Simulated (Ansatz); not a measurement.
Results of r²SCAN (Ansatz, an electronic-structure program, PAW) for BP (model structure, started from the BeO type, P4₂/mnm, No. 136, 8 atoms in the cell).

Run with plane-wave cutoff 560 eV, 6×6×10 k mesh (along the axes of the cell as run), Fermi–Dirac smearing 0.01 eV, scalar-relativistic PAW data made under PBE.

Cell (relaxed with PBEsol):

```xyz
8
Lattice="5.5322 0.0000 0.0000 0.0000 5.5322 0.0000 0.0000 0.0000 3.1873" Properties=species:S:1:pos:R:3 pbc="T T T"
B      1.7790     3.7532     0.0000
B      3.7532     1.7790     0.0000
B      4.5452     4.5452     1.5937
B      0.9871     0.9871     1.5937
P      1.7664     1.7664     0.0000
P      3.7658     3.7658     0.0000
P      0.9997     4.5325     1.5937
P      4.5325     0.9997     1.5937
```

### Question
What does this level give for the band gap and smallest direct gap on the k points sampled?

### Answer

band gap: 0.51 eV (indirect)
smallest direct gap on the k points sampled: 1.48 eV

Note: the relaxation could raise the start's symmetry but not lower it, so the cell can be a saddle point; cell and atoms aren't relaxed at this level (pressure 1.6 GPa).

Static lattice: no zero-point or thermal effects.

Cost on a shared machine: around 19 core-seconds (rough).

A model structure was made by putting elements into a prototype or built by hand; it is no filed structure, need not be a known phase, and can be a saddle point held by its symmetry.
